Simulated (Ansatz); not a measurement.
The starting structures come from a database of crystals and need not be the phases stable at ambient conditions.

 Where the default PAW files enter, the runs use the earlier of Ansatz's two default sets.

The decay constant κ of evanescent states in the gap governs leakage through a thin film.

Here is the system:

```xyz
4
Lattice="7.3118 0.0000 0.0000 3.6559 7.1360 0.0000 3.6559 -0.6243 2.0163" Properties=species:S:1:pos:R:3 pbc="T T T"
Mg     9.7491     3.2448     1.0047
Mg    12.1863     6.5007     2.0129
Se     9.7491     5.7087     1.7677
Se     4.8745     2.4529     0.7595
```

Space group of this cell: P6_3mc, wurtzite. The cell is taken as given.

Transport runs along the normal of the first two printed cell vectors, the (111) plane of the conventional cell.

No gap correction and no spin-orbit coupling; mid-gap values are interpolated between computed energies.

Question: Predict the band gap and the smallest decay constant κ at mid-gap from Ansatz (a first-principles code) with r2SCAN.

Answer: Gap 3.36 eV on a 14×14×14 mesh; κ = 0.221 1/Å, at the zone centre.
